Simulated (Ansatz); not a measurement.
Base system: a 16-atom supercell of InAs in the zinc blende structure (space group F-43m, No. 216; a = 6.109 Å) at its relaxed geometry.

Method: r2SCAN (Ansatz, a program for electronic structure, PAW, no spin-orbit coupling).

For the base:

| Property | Result |
|---|---|
| Mean distance from the defect site to its nearest host atoms | 2.65 Å |
| Pressure | 0.0 GPa |

Modification: a neutral B on a In site, atoms relaxed at fixed cell, starting from a slightly rattled geometry.

Tabulated Pauling electronegativity and covalent radius: In 1.78, 1.42 Å; B 2.04, 0.84 Å.

Question: What does the calculation give for the mean distance from the defect site to its nearest host atoms after the change?

Answer: The mean distance from the defect site to its nearest host atoms decreases by 0.34 Å, from 2.65 Å to 2.31 Å.

Question: How does this affect the pressure?

Answer: The pressure goes from zero to -3.9 GPa.

In so small a cell the defect repeats every few ångströms: this is an ordered compound, not a dilute defect. The final runs are not spin-polarised. The defect cell is not spin-polarised.
